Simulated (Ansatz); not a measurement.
# Response to strain in KTaO3

Take KTaO3 in the cubic perovskite structure (space group Pm-3m, No. 221) as the base.

```
CELL_PARAMETERS angstrom
      3.95200     0.00000     0.00000
      0.00000     3.95200     0.00000
      0.00000     0.00000     3.95200
ATOMIC_POSITIONS crystal
  K  0.00000 0.00000 0.00000
  Ta 0.50000 0.50000 0.50000
  O  0.50000 0.00000 0.50000
  O  0.00000 0.50000 0.50000
  O  0.50000 0.50000 0.00000
```

Strains are applied to the cell and any free atomic positions relax.

The values are results of plane-wave PAW DFT at the LDA level (Ansatz, a program for electronic structure, 420 eV), scalar-relativistic without spin-orbit coupling, not measurements.

| variant | band gap | pressure | smallest direct gap | width of the top valence band | volume per atom |
|---|---|---|---|---|---|
| base | 2.13 eV | -0.01 GPa | 2.73 eV | 1.09 eV | 12.34 Å³ |
| isotropic strain +0.60 % | [?] | [?] | [?] | 1.07 eV | 12.57 Å³ |
| isotropic strain +1.20 % | 2.05 eV | -7.22 GPa | 2.68 eV | 1.08 eV | 12.79 Å³ |
| isotropic strain +1.80 % | 2.02 eV | -10.37 GPa | 2.65 eV | 1.08 eV | 13.02 Å³ |
| isotropic strain +2.40 % | 1.98 eV | -13.25 GPa | 2.61 eV | 1.09 eV | 13.25 Å³ |
| isotropic strain +3.00 % | 1.94 eV | -15.88 GPa | 2.58 eV | 1.07 eV | 13.49 Å³ |

Q: Fill in the withheld entries from the trend.

A: 
- isotropic strain +0.60 %, band gap: 2.09 eV
- isotropic strain +0.60 %, pressure: -3.77 GPa
- isotropic strain +0.60 %, smallest direct gap: 2.70 eV

Spin-orbit coupling, missing from the scalar runs, can matter with Ta. No phonon test of stability was made.
